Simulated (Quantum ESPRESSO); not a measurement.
Input and output of a self-consistent single point for GdO (F-43m, 2 atoms in the cell) (Quantum ESPRESSO).

Method of the run: PBEsol, SSSP 1.1.2 efficiency (PBE) pseudopotentials (plane waves; Quantum ESPRESSO).

```xyz
2
Lattice="-2.7096 0.0000 2.7096 0.0000 2.7096 2.7096 -2.7096 2.7096 0.0000" Properties=species:S:1:pos:R:3 pbc="T T T"
Gd     0.0000     0.0000     0.0000
O     -1.3548     1.3548     1.3548
```
Moments meant for the start (each program seeds them in its own way; μB, in the order of the atoms Gd O): 7.0 0.0.

Reference input (self-consistent single point, DFT, PBEsol, plane waves, SSSP 1.1.2 efficiency (PBE) pseudopotentials): ecutwfc = 55 Ry; ecutrho = 440 Ry; occupations = smearing; smearing = fermi-dirac; degauss = 0.0073499 Ry; nspin = 2; input_dft = pbesol; potentials = {Gd: Gd.GGA-PBE-paw-v1.0.UPF, O: O.pbe-n-kjpaw_psl.0.1.UPF}; K_POINTS = automatic 5 5 5 0 0 0; conv_thr = 1e-09 Ry; mixing_beta = 0.2. This run's input differs from it in these lines:

```diff
@@ -33,3 +33,3 @@
 K_POINTS {automatic}
-5 5 5  0 0 0
+2 2 2  0 0 0
```

Output (repeated stretches shortened):

```
     Self-consistent Calculation

     iteration #  1     ecut=    55.00 Ry     beta= 0.20

     total energy              =    -717.59306557 Ry
     estimated scf accuracy    <       0.81783247 Ry

     total magnetization       =     6.25 Bohr mag/cell
     absolute magnetization    =     6.38 Bohr mag/cell

     iteration #  2     ecut=    55.00 Ry     beta= 0.20

     total energy              =    -717.68885591 Ry
     estimated scf accuracy    <       0.23078800 Ry

     total magnetization       =     6.90 Bohr mag/cell
     absolute magnetization    =     6.98 Bohr mag/cell

     iteration #  3     ecut=    55.00 Ry     beta= 0.20

   [... lines left out ...]

   [... 95 blocks of this kind left out ...]

     iteration # 99     ecut=    55.00 Ry     beta= 0.20

     total energy              =    -717.82450995 Ry
     estimated scf accuracy    <       0.00000020 Ry

     total magnetization       =     6.36 Bohr mag/cell
     absolute magnetization    =     6.99 Bohr mag/cell

     iteration #100     ecut=    55.00 Ry     beta= 0.20

     total energy              =    -717.82451850 Ry
     estimated scf accuracy    <       0.00000022 Ry

     total magnetization       =     6.35 Bohr mag/cell
     absolute magnetization    =     6.99 Bohr mag/cell
     End of self-consistent calculation

     convergence NOT achieved after 100 iterations: stopping

   JOB DONE.
```

The run ended unconverged after 100 iterations. 

The starting cell comes from a database of computed structures (which also holds hypothetical and non-ambient phases and stackings), without a prior relaxation at this level. Its lattice was rescaled by up to half a per cent.

Cost on one core of a shared machine: roughly 9 min.
